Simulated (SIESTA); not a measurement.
Input and output of a self-consistent single point for Hg3Ge (P6_3/mmc, 8 atoms in the cell) (SIESTA).

Computed with LDA PW92, numerical atomic orbitals DZP, PseudoDojo LDA standard norm-conserving potentials (rewritten from UPF to PSML) in SIESTA.

The change in words: lattice scaled by 0.98. Reference geometry:
```yaml
crystal:
  lattice:
    - [6.47046, 0.00000, 0.00000]
    - [-3.23523, 5.60358, 0.00000]
    - [0.00000, 0.00000, 5.24724]
  atoms:
    - { symbol: Ge, position: [0.66667, 0.33333, 0.25000] }
    - { symbol: Ge, position: [0.33333, 0.66667, 0.75000] }
    - { symbol: Hg, position: [0.33728, 0.16864, 0.75000] }
    - { symbol: Hg, position: [0.66272, 0.83136, 0.25000] }
    - { symbol: Hg, position: [0.16864, 0.33728, 0.25000] }
    - { symbol: Hg, position: [0.83136, 0.66272, 0.75000] }
    - { symbol: Hg, position: [0.83136, 0.16864, 0.75000] }
    - { symbol: Hg, position: [0.16864, 0.83136, 0.25000] }
```

Reference input (self-consistent single point, DFT, LDA PW92, numerical atomic orbitals DZP, PseudoDojo LDA standard norm-conserving potentials (rewritten from UPF to PSML)): XC.functional = LDA; XC.authors = PW92; potentials = PseudoDojo LDA standard; PAO.BasisSize = DZP; PAO.EnergyShift = 0.01 Ry; MeshCutoff = 400 Ry; kgrid.MonkhorstPack = 3 3 4; OccupationFunction = MP; OccupationMPOrder = 0; ElectronicTemperature = 100 meV; MaxSCFIterations = 150; SCF.Mixer.Method = Pulay. This run's input differs from it in these lines:

```diff
@@ -12,5 +12,5 @@
 %block LatticeVectors
-    12.227397300    0.000000000    0.000000000
-    -6.113698650   10.589237187    0.000000000
-     0.000000000    0.000000000    9.915846510
+    11.982849732    0.000000000    0.000000000
+    -5.991423921   10.377451800    0.000000000
+     0.000000000    0.000000000    9.717529202
 %endblock LatticeVectors
@@ -18,10 +18,10 @@
 %block AtomicCoordinatesAndAtomicSpecies
-     3.235233235    1.867859132    1.311810000  1
-    -0.000003235    3.735723868    3.935430000  1
-     1.636767562    0.944988237    3.935430000  2
-     1.598462438    4.658594763    1.311810000  2
-    -0.000000000    1.889976474    1.311810000  2
-     3.235230000    3.713606526    3.935430000  2
-     4.833692438    0.944988237    3.935430000  2
-    -1.598462438    4.658594763    1.311810000  2
+     3.170528837    1.830501836    1.285573750  1
+    -0.000002837    3.661009164    3.856721250  1
+     1.604032345    0.926088415    3.856721250  2
+     1.566493655    4.565422585    1.285573750  2
+     0.000000169    1.852176830    1.285573750  2
+     3.170525831    3.639334170    3.856721250  2
+     4.737018823    0.926088415    3.856721250  2
+    -1.566492823    4.565422585    1.285573750  2
 %endblock AtomicCoordinatesAndAtomicSpecies
```

Log, with long lists cut:

```
        iscf     Eharris(eV)        E_KS(eV)     FreeEng(eV)     dDmax    Ef(eV) dHmax(eV)
   scf:    1   -31716.186273   -31902.621679   -31902.638464  1.953299  1.260425 34.084412
   scf:    2   -32128.684441   -32043.807455   -32043.822193  0.690253  0.173415 12.204550
   scf:    3   -32066.794992   -32057.603495   -32057.626532  0.395435 -0.231846  3.905830
   scf:    4   -32059.459455   -32059.135103   -32059.154872  0.217314 -0.604594  1.333970
   scf:    5   -32057.926737   -32058.841061   -32058.850279  0.190179 -0.769522  2.046312
   [... 3 lines left out ...]
   scf:    9   -32059.271494   -32059.271637   -32059.287650  0.001771 -0.696715  0.003922
   scf:   10   -32059.271785   -32059.271715   -32059.287651  0.000825 -0.698167  0.003201
   scf:   11   -32059.271670   -32059.271693   -32059.287654  0.000317 -0.697969  0.000068
   scf:   12   -32059.271692   -32059.271693   -32059.287654  0.000007 -0.697963  0.000075
SCF Convergence by DM+H criterion
max |DM_out - DM_in|         :     0.0000067223
max |H_out - H_in|      (eV) :     0.0000745223
SCF cycle converged after 12 iterations

Using DM_out to compute the final energy and forces

siesta: E_KS(eV) =           -32059.2717

siesta: E_KS - E_eggbox =    -32059.2717

siesta: Atomic forces (eV/Ang):
     1   -0.000006    0.000004   -0.000000
     2    0.000006   -0.000004    0.000000
     3   -0.084435   -0.048747    0.000000
     4    0.084435    0.048747   -0.000000
     5    0.000002   -0.097496    0.000000
     6   -0.000002    0.097496   -0.000000
     7    0.084436   -0.048749    0.000000
     8   -0.084436    0.048749   -0.000000
   Tot    0.000000    0.000000    0.000000
   Max    0.097496
   Res    0.048748    sqrt( Sum f_i^2 / 3N )
   Max    0.097496    constrained

   [... lines left out ...]
siesta: FreeEng =    -32059.287654
   [... lines left out ...]
siesta:     0.065279    0.000000   -0.000000
siesta:     0.000000    0.065279    0.000000
siesta:    -0.000000    0.000000    0.095389

siesta: Cell volume =        179.064746 Ang**3

siesta: Pressure (static):
siesta:                Solid            Molecule  Units
siesta:          -0.00082029         -0.00084174  Ry/Bohr**3
siesta:          -0.07531575         -0.07728543  eV/Ang**3
siesta:        -120.66913253       -123.82491044  kBar
```

The run converged in 12 iterations. Against the reference run the free energy drops by 117 meV/atom, the pressure goes from -14.47 to -12.07 GPa and the largest force goes from 0.085 to 0.097 eV/Å.

The starting cell comes from a database of computed structures (which also holds hypothetical and non-ambient phases and stackings), without a prior relaxation at this level. For this run, on top of that: lattice scaled by 0.98. Values carry the incompleteness of an atom-centred basis. With a pressure of about -12 GPa the cell is away from its equilibrium volume at this level.
